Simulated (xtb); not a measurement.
xtb 6.7.1, GFN1-xTB: Ti(Me)3(OSiH3) ([CH3][Ti]([CH3])([CH3])[O][SiH3]), 18 atoms. The geometry is a generated start, not checked to be a minimum at this level.

```
Item                                                                                                            Value
------------------------  -------------------------------------------------------------------------------------------
method                                                                                                       GFN1-xTB
--acc                                                                                                     1 (default)
--etemp (K)                                                                                             300 (default)
detailed input (--input)  none: ANC optimiser, Lindh (1995) Hessian, microcycle=20, maxdispl=1.0, hlow=0.01 (default)
basis functions                                                                                                    60
valence electrons                                                                                                  38
```

```xyz
18

Ti     0.1894     0.0529     0.3012
C      2.1335     0.4274     0.9098
H      2.6440    -0.4998     1.2224
H      2.1652     1.1294     1.7587
H      2.7202     0.8666     0.0853
C     -0.7371    -1.0651     1.7853
H     -1.1751    -1.9772     1.3459
H     -1.5542    -0.5212     2.2888
H     -0.0247    -1.3831     2.5625
C     -0.7590     1.8953     0.1963
H     -1.4059     2.1124     1.0641
H     -1.3958     1.9271    -0.7042
H     -0.0314     2.7198     0.1117
O      0.1954    -0.8102    -1.2487
Si    -0.5676    -1.1447    -2.6139
H     -1.8926    -1.7321    -2.3006
H      0.2491    -2.1010    -3.3772
H     -0.7535     0.1035    -3.3874
```

Charge 0 and multiplicity 1 are set for this test and not shown to be the ground state.

The structure is relaxed from this start with --opt LEVEL for the levels crude, sloppy, loose, lax, normal, tight, vtight, extreme, once each. Up to the end of the extreme run atoms move by at most 0.97 Å along an axis.

Task: What is the loosest level that ends within 1 meV of the extreme run, and how many cycles does it take?

Result: normal: 54 cycles against 86, ending 0.54 meV above.

| level | cycles | energy above the extreme run (meV) | gradient norm (eV/Å) |
|---|---|---|---|
| crude | 3 | 73 | 0.25 |
| sloppy | 14 | 22 | 0.11 |
| loose | 15 | 21 | 0.078 |
| lax | 18 | 19 | 0.054 |
| normal | 54 | 0.54 | 0.028 |
| tight | 62 | 0.20 | 0.012 |
| vtight | 75 | 0.021 | 0.0023 |
| extreme | 86 | — | 0.00099 |
